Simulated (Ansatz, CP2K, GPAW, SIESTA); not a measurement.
**ScGe2 (Cmcm, 6 atoms in the cell) computed with different codes at matched settings**

Self-consistent single point.

```
CELL_PARAMETERS angstrom
      1.92894    -7.54614     0.00000
      1.92894     7.54614     0.00000
      0.00000     0.00000     3.79182
ATOMIC_POSITIONS crystal
  Sc 0.89685 0.10315 0.75000
  Sc 0.10315 0.89685 0.25000
  Ge 0.55544 0.44456 0.75000
  Ge 0.44456 0.55544 0.25000
  Ge 0.25212 0.74788 0.75000
  Ge 0.74788 0.25212 0.25000
```

Shared settings, as Ansatz (a quantum-chemistry and plane-wave program) writes them: kpoints.mp_grid.grid = 4 4 4; scf.occupations.method = gaussian; scf.occupations.width = 0.136 eV. Potentials and cutoffs stand in the table.

```csv
code,model,pressure (GPa),largest force (eV/Å),cutoff
SIESTA,"GGA PBEsol, numerical atomic orbitals DZP, PseudoDojo PBEsol standard norm-conserving potentials (rewritten from UPF to PSML)",-0.92,0.728,grid 350 Ry
GPAW,"PBEsol, GPAW PAW datasets PBEsol (made by gpaw-setup)",-2.02,0.320,850 eV
Ansatz,"PBEsol, PAW files made with PBE",-2.11,0.259,420 eV
CP2K,"PBEsol, GPW, DZVP-MOLOPT-SR-GTH basis, GTH-PBE potentials (GTH_POTENTIALS)",0.69,0.512,grid 600 Ry
```

Size of the force on each atom (eV/Å): Sizes of forces hide their directions.

| code | Sc1 | Sc2 | Ge3 | Ge4 | Ge5 | Ge6 |
|---|---|---|---|---|---|---|
| SIESTA | 0.024 | 0.024 | 0.728 | 0.728 | 0.049 | 0.049 |
| GPAW | 0.033 | 0.033 | 0.320 | 0.320 | 0.036 | 0.036 |
| Ansatz | 0.038 | 0.038 | 0.259 | 0.259 | 0.040 | 0.040 |
| CP2K | 0.062 | 0.062 | 0.512 | 0.512 | 0.028 | 0.028 |

The spread over the programs that give each value: pressure within 2.80 GPa; largest force within 0.469 eV/Å.

SIESTA and CP2K use small atom-centred bases, whose incompleteness enters pressures, forces and empty levels differently from a plane-wave cutoff. Ansatz's pressure is given at a fixed set of plane waves, as the other plane-wave codes print theirs. In the pressure, SIESTA (by 1.15) and CP2K (by 2.76) lie more than 1 GPa from the median of the plane-wave programs. In the force vectors, SIESTA (by 0.438) and CP2K (by 0.222) lie more than 0.08 eV/Å from the median of the plane-wave programs.

The shared mesh is coarse (it stands for a supercell whose shortest vector is 15 Å), so the values are not converged in it.

The starting cell comes from a database of computed structures (which also holds hypothetical and non-ambient phases and stackings), without a prior relaxation at this level.

Left out of this page: Elk (not drawn, or without a comparable value); FLEUR (with a known weakness of the program).

Keys are those of Ansatz 0.2.
